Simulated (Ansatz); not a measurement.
**Hypothetical P-6m2 GaN, response to strain**

Base system: GaN (space group P-6m2, No. 187; a = 2.9393 Å, c = 2.6575 Å; a hypothetical phase, not in the database extracts checked; relaxed with 0.1 eV smearing). Axes: x lies along a and z along c of the hexagonal cell.

Strains are applied to the cell and any free atomic positions relax; under biaxial strain the out-of-plane vector relaxes too; under stress the whole cell relaxes.

Levels (all Ansatz, a quantum-chemistry and plane-wave program, PAW): PBEsol (420 eV, scalar-relativistic without spin-orbit coupling); r2SCAN (500 eV, no spin-orbit coupling).

Pressures by level, all at the geometries relaxed with PBEsol:

```json
[
 {"case": "base", "PBEsol": "0.0 GPa", "r2SCAN": "-0.9 GPa"},
 {"case": "biaxial strain −2.38 %, plane normal [001], relaxed out of plane", "PBEsol": "8.5 GPa", "r2SCAN": "7.9 GPa"},
 {"case": "biaxial strain +0.47 %, plane normal [001], relaxed out of plane", "PBEsol": "-1.5 GPa", "r2SCAN": "-2.4 GPa"},
 {"case": "isotropic strain −1.12 %", "PBEsol": "7.1 GPa", "r2SCAN": "6.5 GPa"},
 {"case": "isotropic strain +1.48 %", "PBEsol": "-7.7 GPa", "r2SCAN": "-8.9 GPa"},
 {"case": "isotropic strain +5.45 %", "PBEsol": "-20.9 GPa", "r2SCAN": "-22.7 GPa"},
 {"case": "uniaxial stress, 2 GPa compression along z", "PBEsol": "0.7 GPa", "r2SCAN": "-0.2 GPa"}
]
```

Single points use the geometry relaxed with PBEsol. Their cutoffs differ, which shifts pressures a little. Stability under load was not tested beyond the relaxation. The final runs are not spin-polarised.
